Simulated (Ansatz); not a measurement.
Structures of equal composition on the (111) surface of germanium (Ge plane on top): (√3x√3)R30° Si adatom at H3; (√3x√3)R30° Si adatom at T4. The slabs share one bottom face, and each structure is named by its start. These are constructed structures in small cells; real faces may alloy, dewet or reconstruct in larger ones, and not all known structures of the face are among them. Slabs of about 13 Å, Fermi-Dirac smearing of 0.025 eV. Bottom of the slabs: H caps. Relaxed from the named starts with such symmetry as they have, on meshes of like density; energies extrapolated to zero smearing; spin only where a row says so; no spin-orbit coupling, no U. Brackets mark spin-polarised runs, whose order is one that fits the cell. Where a second, spin-polarised start was run, the lower counts.

Method: PBE (plane waves to 420 eV, PAW; Ansatz, a quantum-chemistry and plane-wave program).

### Question
Rank these by energy per 1x1 cell (lowest first), as PBE gives it.

### Answer
(√3x√3)R30° Si adatom at T4 (0.000 eV [spin start, no net moment], no gap on the mesh), (√3x√3)R30° Si adatom at H3 (0.087 eV [spin start, no net moment], no gap on the mesh)
